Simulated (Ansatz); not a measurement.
Amorphous cells of 8 compositions: the gap between the highest filled and lowest empty level at the zone centre, by PBE and by a single point of HSE06 on the same geometry (PBE, scalar-relativistic without spin-orbit coupling (plane waves to 420 eV, PAW; Ansatz, a quantum-chemistry and plane-wave program); exact exchange cut at the cells' faces). The networks come from melt-quench runs on the CHGNet potential at compositions and starting densities chosen by hand, with anions pushed apart in the CHGNet dynamics, and DFT then relaxed them. The cells are small and were quenched far faster than real films, so single cells scatter. Defect or tail levels can set these gaps. The rows are the first to finish with both values and no moments.

```json
[
 {"cell": "A (Si24O51Mo, 2.30 g/cm3)", "PBE gap x (eV)": "0.41", "HSE06 gap y (eV)": "1.82"},
 {"cell": "B (Ti20O41Cu2, 3.74 g/cm3)", "PBE gap x (eV)": "1.26", "HSE06 gap y (eV)": "withheld"},
 {"cell": "C (Si24O51W, 2.43 g/cm3)", "PBE gap x (eV)": "2.15", "HSE06 gap y (eV)": "3.66"},
 {"cell": "D (Ti20O41Sr, 3.57 g/cm3)", "PBE gap x (eV)": "2.70", "HSE06 gap y (eV)": "4.23"},
 {"cell": "E (Ti20O41Mg, 3.58 g/cm3)", "PBE gap x (eV)": "2.72", "HSE06 gap y (eV)": "4.22"},
 {"cell": "F (Ti20O41Ca, 3.59 g/cm3)", "PBE gap x (eV)": "2.75", "HSE06 gap y (eV)": "4.27"},
 {"cell": "G (Ti20O41Na2, 3.54 g/cm3)", "PBE gap x (eV)": "2.82", "HSE06 gap y (eV)": "4.35"},
 {"cell": "H (Si24O51Y2, 2.45 g/cm3)", "PBE gap x (eV)": "4.20", "HSE06 gap y (eV)": "5.85"}
]
```

Problem. Fit a straight line through the 7 full rows and predict the withheld value for B (Ti20O41Cu2, 3.74 g/cm3).

Solution. Means: x = 2.536, y = 4.057. Slope = Σ(Δx Δy) / Σ(Δx²) = 8.08 / 7.625 = 1.06; the r.m.s. residual is 0.019. Prediction: 4.057 + 1.06 × (1.26 − 2.536) = 2.71. The run gave 2.50, 0.21 below the line.
